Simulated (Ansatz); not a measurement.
## TiC, pressure series

Consider TiC in the rock salt structure (space group Fm-3m, No. 225; a = 4.2933 Å).

Cell and atoms are relaxed at each pressure.

The values are results of plane-wave PAW DFT at the PBEsol level (Ansatz, a first-principles code, 420 eV), spin-orbit coupling left out, not measurements.

| pressure (GPa) | volume per atom (Å³/atom) |
|---|---|
| -2 | 9.967 |
| -1 | 9.929 |
| 0 | 9.892 |
| 0.9 | 9.859 |
| 4.5 | ? |
| 9 | 9.584 |
| 15 | 9.403 |
| 22.5 | 9.197 |
| 30 | 9.011 |

**Question.** Fit the third-order Birch–Murnaghan form P(V) = (3B₀/2)[(V₀/V)^(7/3) − (V₀/V)^(5/3)]·[1 + (3/4)(B₀′ − 4)((V₀/V)^(2/3) − 1)] (squares taken in P) to the rows shown and predict the withheld row.

**Answer.** Least squares on the printed values gives V₀ = 9.892 Å³/atom, B₀ = 268 GPa, B₀′ = 3.9; this predicts 9.732 Å³/atom, and the run gives 9.733 Å³/atom, in agreement.

Load acts through the strain it causes; cell and atoms are relaxed under it. No phonon test of stability was made. Competing high-pressure phases were not computed. The final runs are not spin-polarised.
